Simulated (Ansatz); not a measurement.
**Ge under a change: biaxial strain −1.25 %, plane normal [111], relaxed out of plane**

The reference is Ge in the diamond structure (space group Fd-3m, No. 227; a = 5.676 Å). Axes: x, y, z lie along the cube axes.

The change: compressive biaxial strain of 1.25 % in the plane normal to [111], as in epitaxy on a mismatched substrate; the out-of-plane cell vector and the atoms relax.

Level of theory: Kohn–Sham DFT with the PBEsol functional, run in Ansatz (a quantum-chemistry and plane-wave program) with PAW and 420 eV plane waves, spin-orbit coupling left out. Γ-centred 14×14×14 mesh, Fermi–Dirac width 0.05 eV.

The space group goes from Fd-3m (No. 227) to R-3m (No. 166) and the shortest interatomic distance drops by 0.021 Å to 2.437 Å. The energy rises by 3.7 meV/atom and the pressure (mean of the normal stresses, compression positive) goes from zero to 1.4 GPa. The band gap stays zero and the out-of-plane strain is +0.49 % (rough). The mean in-plane stress (compression positive) is +2.1 GPa (rough).

Without a gap, meshes like the base's 14×14×14 leave anisotropic stresses uncertain by several tenths of a GPa, and small strain energies with them. No phonon test of stability was made. The zero or small gap of Ge can change with the level of theory.
